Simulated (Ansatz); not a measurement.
GaN: band gap against strain

GaN (zinc blende, F-43m, 11.055 Å³/atom at rest) under an equal strain ε in the (111) plane with the normal axis free, as in a coherent film. LDA in Ansatz, a plane-wave DFT program (PAW, default set), 420 eV, 13×13×13 Γ-centred mesh, Fermi-Dirac smearing 0.05 eV; ions are relaxed within the symmetry of each cell. Gaps are the smallest over the k-mesh and a band path, without spin-orbit coupling; in all rows the valence edge lies at Γ and the conduction edge at Γ.

Here s stands for strain and Eg for gap.

```
strain (%)  gap (eV)
----------  --------
0.00           1.955
0.42           1.885
0.83           1.816
1.25           1.746
2.50               ?
```

Problem. Using a straight line, estimate the missing Eg at s = 2.50 from the other rows, showing the fit.

Solution. Means: s 0.62500, Eg 1.8505. About the means, the sum of products is -0.14477 and the sum of squares of s is 0.86530; the slope is their ratio. Least squares gives Eg = 1.9551 - 0.16731·s. Residuals (row less fit): -0.0001, 0.0002, -0.0002, 0.0000; standard error 0.0002 (degrees of freedom: 2). Over these rows the gap moves by -17 ± 0.03 eV per unit strain. At the withheld row, Eg = 1.9551 - 0.16731 × 2.50 = 1.5368 eV. The calculation gives 1.535 eV, 0.0018 eV below the prediction (0.4 % of the range of Eg in the table). The row lies outside the fitted rows, so this is an extrapolation. The fitted rows scatter only by rounding.

GaN is here a metastable form; wurtzite is the usual one. Rows are the converged runs of the series near zero and its far end; series whose fitted rows scatter by over a few per cent of the range, as at a crossing or softening among them, aren't shown in this form. Most that stay on the fit to the last digits aren't either.
